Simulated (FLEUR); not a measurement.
Input and output of a self-consistent single point for KPrO2 (R-3m, 4 atoms in the cell) (FLEUR).

Method: LDA (Perdew-Zunger), all-electron FLAPW (FLEUR), scalar-relativistic valence.

```xyz
4
Lattice="1.8296 1.0563 6.2359 -1.8296 1.0563 6.2359 0.0000 -2.1127 6.2359" Properties=species:S:1:pos:R:3 pbc="T T T"
K      0.0000     0.0000     0.0000
Pr     0.0000     0.0000     9.3538
O      0.0000     0.0000     4.3317
O      0.0000     0.0000    14.3759
```
Moments meant for the start (each program seeds them in its own way; μB, in the order of the atoms K Pr O O): 0.0 2.0 0.0 0.0.

Reference input (self-consistent single point, DFT, LDA (Perdew-Zunger), all-electron FLAPW (FLEUR), scalar-relativistic valence): Kmax = 3.9 1/bohr; GmaxXC = 11.7 1/bohr; xcFunctional = pz; jspins = 2; l_soc = F; mode = hist; fermiSmearingEnergy = 0.00073499 Htr; mesh (inpgen div1-3) = 7 7 7; inpgen gamma flag = false; Gmax = 11.7 1/bohr; numbands = 0; maxIterBroyd = 99. This run's input differs from it in these lines:

```diff
@@ -17,3 +17,3 @@
 &exco xctyp='pz' /
-&kpt div1=7 div2=7 div3=7 /
+&kpt div1=5 div2=5 div3=5 /
 &end /
```

Output, abridged:

```
 Iteration:     1   Distance:      43.67862621 me/bohr^3
 Iteration:     2   Distance:      35.58369469 me/bohr^3
 Iteration:     3   Distance:     100.99770857 me/bohr^3
 Iteration:     4   Distance:      27.67242694 me/bohr^3
 Iteration:     5   Distance:      26.93490386 me/bohr^3
   [... 71 lines left out ...]
 Iteration:    77   Distance:       0.04552527 me/bohr^3
 Iteration:    78   Distance:       0.03940448 me/bohr^3
 Iteration:    79   Distance:       0.01612355 me/bohr^3
 Iteration:    80   Distance:       0.01582100 me/bohr^3
 Run finished successfully
 Stop message:
   all done

[file out, last iteration]
             iter=     80
[...]
          total density-effective poten   -1.6802836672E+04
          total charge density-energy d   -2.5795135570E+02
 Updated energy parameters for spin:           1
 Updated energy parameters for spin:           2
[...]
 fermi energy and band-weighting factors:
   [... lines left out ...]
          first approx. to ef    (T=0)  :   0.284647 htr   (energy of the highest occ. eigenvalue)
FERHIS:  Fermi-Energy by histogram:
          bandgap                     :   0.000097 htr
          charge neutrality (T=0)     :   0.008000    (zero if the highest occ. eigenvalue is "entirely" occupied)
     EF_NEWTON:  Adjust Fermi-Energy by Newton-Method.
 Direct bandgap for spin            1 :    1.0402108424915069E-003  Htr
 Direct bandgap for spin            2 :   0.15240594049874598       Htr
 ---->    free energy=                     -9986.5105798551 htr
   [... lines left out ...]
                       FX_TOT= 0.000000 FY_TOT= 0.000000 FZ_TOT= 0.000000
 TOTAL FORCE FOR ATOM TYPE=  2  X=  0.000   Y=  0.000   Z= 17.676
                       FX_TOT= 0.000000 FY_TOT= 0.000000 FZ_TOT= 0.000000
 TOTAL FORCE FOR ATOM TYPE=  3  X=  0.000   Y=  0.000   Z=  8.186
                       FX_TOT= 0.000000 FY_TOT= 0.000000 FZ_TOT=-0.013597
No new postions, force convergence required= 0.00001; max force distance= 0.00001
---->    distance of charge densities for spin  1                 it=   80:     0.014892 me/bohr**3
---->    distance of charge densities for spin  2                 it=   80:     0.001654 me/bohr**3
---->    distance of charge densities for it=   80:     0.014096 me/bohr**3
---->    distance of spin densities for it=   80:     0.015821 me/bohr**3
GENERALIZED ANDERSON MIXING: alpha=   0.05000 History-length=79
     ******* it= 80  is completed********
```

The run ended unconverged after 80 iterations. 

The starting cell comes from a database of computed structures (which also holds hypothetical and non-ambient phases and stackings), without a prior relaxation at this level. Spin-orbit coupling is off. Values depend on the basis (sphere radii, cutoffs, local orbitals), which need not be converged.

Cost on one core of a shared machine: roughly 9 min.
